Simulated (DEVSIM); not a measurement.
System: illuminated Si n-on-p cell, one wavelength, at 300 K.

Layer 1 from the left is Si, thickness (μm) 0.910, Nd (cm⁻³) 8.1e18, τn (s) 3.9e-8, τp (s) 9.1e-8, absorption coefficient (cm⁻¹) 610. Layer 2 from the left is Si, thickness (μm) 130, Na (cm⁻³) 1e17, τn (s) 4.8e-7, τp (s) 4.8e-7, absorption coefficient (cm⁻¹) 610.

Left contact: ohmic, minority hole recombination velocity 30000 cm/s. Right contact: ohmic, minority electron recombination velocity 100 cm/s. Voltage is applied to the left contact. Recombination: SRH at mid-gap, radiative, Auger. Light enters at the left, 1.6e18 photons cm⁻² s⁻¹, one pass, no reflection. Mobility is μmin + (μ − μmin)/(1 + (N/Nref)^α).

The device is made up for the run: typed textbook-type constants, with dimensions and the other settings drawn at random. Values at 300 K.

Si: gap (eV) 1.124, affinity (eV) 4.05, permittivity 11.7, Nc (cm⁻³) 2.86e19, Nv (cm⁻³) 3.1e19, μn (cm²/Vs) 1417, μp (cm²/Vs) 470, μn,min 52, μp,min 45, Nref,n 9.7e16, Nref,p 2.2e17, αn 0.68, αp 0.72, B (cm³/s) 4.7e-15, Cn (cm⁶/s) 2.8e-31, Cp (cm⁶/s) 9.9e-32.

DEVSIM, 1D drift-diffusion, Boltzmann statistics, complete ionisation; no tunnelling, impact ionisation, image-force lowering or self-heating.

Dark forward current:

```csv
|V| (V),|J| (A/cm²)
0.05,2.540e-9
0.10,8.978e-9
0.15,2.658e-8
0.20,7.632e-8
0.25,2.235e-7
0.30,6.999e-7
0.35,2.496e-6
0.40,1.075e-5
0.45,5.617e-5
0.50,0.0003373
0.55,0.002187
0.60,0.01469
0.65,0.09970
0.70,0.6551
0.75,3.567
0.80,12.46
0.85,28.62
0.90,52.13
0.95,84.95
1.00,132.6
1.05,207.5
1.10,333.7
1.15,546.0
1.20,868.3
1.25,1294
1.30,1803
```

Q: Work out the local ideality factor n = ΔV / (kT/q · ln(J2/J1)) between the rows 0.15 and 0.20 V, 0.60 and 0.65 V, 1.25 and 1.30 V.

A: kT/q = 25.85 mV. From 0.15 to 0.20 V: ln(7.632e-8/2.658e-8) = 1.055, n = 1.83. From 0.60 to 0.65 V: ln(0.09970/0.01469) = 1.915, n = 1.01, near the 1 of diffusion or emission over a barrier. From 1.25 to 1.30 V: ln(1803/1294) = 0.332, n = 5.83.

Q: What current could the absorbed light give at most, and what share is collected?

A: Σ αd = 7.99, so qΦ(1 − exp(−Σ αd)) = 256 mA/cm². The simulated short-circuit current is 167.2 mA/cm², a share of 0.65.

Q: Estimate the open-circuit voltage by superposition: the voltage at which the dark current equals that short-circuit current.

A: Interpolating ln J in the table gives 0.664 V. The simulation gives 0.663 V, the same within the digits that matter. Superposition holds where collection doesn't change with voltage.

Q: Estimate the fill factor from FF0 = (v − ln(v + 0.72))/(v + 1), v = qVoc/(nkT), with n from the dark curve.

A: The rows about Voc, 0.65 and 0.70 V, give n = 1.03, so v = 25.0 and FF0 = 0.836. The simulation gives 0.837, the same within the digits that matter.
